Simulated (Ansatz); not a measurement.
Take BAs in the zinc blende structure (space group F-43m, No. 216; a = 4.768 Å) as the base. Axes: x, y, z lie along the cube axes.

All numbers come from PBEsol (Ansatz, a program for electronic structure, PAW, no spin-orbit coupling).

Base values:

The band gap comes out as 1.08 eV.

Modification: uniaxial strain ε_yy = +0.87 %, all other strain components held at zero, atoms relaxed at fixed cell.

How does this affect the stress?

The stress (xx, yy, zz, yz, xz, xy; compression positive) is (-0.60, -2.39, -0.60, 0.00, 0.00, 0.00) GPa.

How does this affect the band gap?

The band gap shrinks by 0.057 eV to 1.03 eV.

Whether these cells are dynamically stable was not tested.
